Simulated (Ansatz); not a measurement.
The starting structures come from a database of crystals and need not be the phases stable at ambient conditions.

 Where the default PAW files enter, the runs use the earlier of Ansatz's two default sets.

By PBEsol, the system below comes out a metal.

Data:

```yaml
crystal:
  lattice:
    - [3.71351, 0.00000, 0.00000]
    - [0.00000, 3.71351, 0.00000]
    - [1.85676, -1.85676, 1.89465]
  atoms:
    - { symbol: Sn, position: [0.00000, 0.00000, 0.00000] }
```

Space group of this cell: I4/mmm. The cell is strained (lengths across the current scaled by 0.98, ions clamped).

The current flows along the normal of the first two printed cell vectors, the (001) (indices of the unstrained crystal) plane of the conventional cell. No spin-orbit coupling; the value is a mean over 0.1 eV about the Fermi level.

**Question.** State the ballistic conductance per area according to Ansatz (a quantum-chemistry and plane-wave program) with PBEsol.

**Answer.** 1.3 × 10¹⁵ S/m² for both spins.
